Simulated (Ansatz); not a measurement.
## What x(Au) = 0.25, 8 atoms, Cm does to HgS

Consider HgS in the zinc blende structure (space group F-43m, No. 216; a = 5.8760 Å).

The other end (x = 1) is AuS in the zinc blende structure (space group F-43m, No. 216; a hypothetical phase, not in the database extracts checked): 21.53 Å³/atom, gap zero; this end may not be an ambient phase.

The change: a fraction x = 0.25 of the Hg sites is given to Au, ordered in a cell of 8 atoms (starting symmetry Cm) and fully relaxed.

All numbers come from Ansatz (a first-principles code), PBEsol, PAW, cutoff 420 eV, no SOC, earlier PAW set. k-mesh 12×12×7 (Γ-centred); smearing 0.05 eV (Fermi–Dirac), for the changed cell.

Volume per atom: 24.28 Å³ (base 25.36 Å³)
Density: 7.93 g/cm³ (base 7.62 g/cm³)
Shortest interatomic distance: 4.534 bohr (base 4.808 bohr)
Band gap: zero (base zero)
Mixing energy: +0.02 eV/atom (to 0.01 eV only: unlike meshes or grids) (against an end that may be hypothetical)
Deviation of the volume from the linear (Vegard-type) interpolation: -0.5 %
Mean first-shell distances: Hg–S 2.537 Å (end compound 2.544 Å), Au–S 2.429 Å (end compound 2.409 Å)

Final structure:

```
CELL_PARAMETERS angstrom
      6.80839    -2.02758     0.00000
      6.80839     2.02758     0.00000
     -1.20751     0.00000     7.03452
ATOMIC_POSITIONS crystal
  S  0.30807 0.30807 0.42632
  S  0.80955 0.80955 0.95220
  S  0.06188 0.06188 0.68565
  S  0.57010 0.57010 0.18671
  Hg 0.99737 0.99737 0.99893
  Hg 0.49793 0.49793 0.48895
  Au 0.75245 0.75245 0.26228
  Hg 0.25265 0.25265 0.74895
```

Each cell is one ordered arrangement of few atoms, which overstates ordering effects compared with a random alloy. With Hg present, leaving out spin-orbit coupling can change the band edges. Stability against distortions was not tested. The final runs are not spin-polarised. An odd electron count without spin: Hg3AuS4 and AuS. A zero or small gap of HgS can be the functional's error rather than a property of the material.
